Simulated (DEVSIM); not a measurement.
Device: Cr/Si3N4/p-Si capacitor, at 400 K.

```
layer (left to right)  material  thickness (nm)  Na (cm⁻³)
---------------------  --------  --------------  ---------
1                         Si3N4            17.0          -
2                            Si            3400     2.8e16
```

Metal gate on the left, work function 4.5 eV. Fixed charge at the semiconductor interface 9.8e11 cm⁻² (in units of +e); no interface traps.

Constants are typed, rounded textbook-type inputs, not results; the design itself was drawn at random and stands for no fabricated device. Values at 300 K; Nc and Nv go as T^1.5, mobilities as T to minus their exponent, the gap by Varshni's rule with the affinity fixed.

| parameter | Si3N4 | Si |
|---|---|---|
| gap (eV) | 5.1 | 1.124 |
| affinity (eV) | 2.1 | 4.05 |
| permittivity | 7.5 | 11.7 |
| Nc (cm⁻³) | - | 2.86e19 |
| Nv (cm⁻³) | - | 3.1e19 |
| Varshni α (eV/K) | - | 0.000473 |
| Varshni β (K) | - | 636 |

DEVSIM, 1D Poisson equation in equilibrium, Boltzmann statistics, complete ionisation; no quantum confinement or tunnelling. Metal contacts follow the ideal Schottky-Mott rule: no Fermi-level pinning, no interface dipoles.

The Si3N4 thickness was swept, all else fixed.

```csv
Si3N4 thickness (μm),minimum of the low-frequency capacitance (μF/cm²),flat-band voltage (V),threshold voltage (band bending 2φF) (V),capacitance of the dielectric stack (μF/cm²)
0.0068,0.0701,-0.55,0.11,0.977
0.0094,0.0699,-0.61,0.08,0.706
0.012,0.0666,-0.67,0.05,0.553
0.014,0.0651,-0.72,0.02,0.474
0.017,0.0643,-0.79,-0.02,0.391
0.02,0.0615,-0.86,-0.05,0.332
```

From the first row to the last the minimum of the low-frequency capacitance goes from 0.0701 to 0.0615. From the first row to the last the flat-band voltage goes from -0.55 to -0.86.
